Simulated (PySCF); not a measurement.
PySCF 2.14.0, WB97X/def2-svp, df: Hf(S)(OMe)(Me) (C[O][Hf]([CH3])=[S]), 11 atoms. The geometry is a generated start, not checked to be a minimum at this level.

| Item | Result |
|---|---|
| task | energy |
| method | wb97x |
| basis | def2-svp |
| two-electron scheme | density fitting |
| mol.max_memory | 3000 MB |
| mf.max_cycle | 100 |
| mf.init_guess | minao (default) |
| mf.DIIS | CDIIS (default) |
| mf.diis_space | 8 (default) |
| mf.conv_tol | 1e-09 (default) |
| mf.grids.level | 3 (default) |
| effective core potentials | those of the basis set, past Kr |
| basis functions | 122 |
| grid points | 143840 |

```xyz
11

Hf    -0.3411     0.0067     0.6901
S     -2.2268    -1.2198     1.1291
O      0.3018    -0.3703    -1.0616
C     -0.1749    -1.2626    -2.0398
H     -0.7015    -2.1125    -1.5741
H     -0.8551    -0.7455    -2.7262
H      0.6714    -1.6535    -2.6187
C      0.6773     1.6075     1.8953
H      0.6478     2.5731     1.3701
H      1.7450     1.3912     2.0438
H      0.2562     1.7855     2.8920
```

Charge 0 and multiplicity 1 are set for this test and not shown to be the ground state.

One run each on 2 threads, 1 BLAS thread. Values of level_shift (Hartree) tried: 0 (default), 0.1, 0.3, 1.

### Question
Predict the course of the Fock builds along this series.

### Answer
Fewest Fock builds: 0 (default) with 17. The count rises to 43 at 1. All converge to one solution.

```csv
level_shift (Hartree),Fock builds,end
0 (default),17,same solution
0.1,19,same solution
0.3,24,same solution
1,43,same solution
```
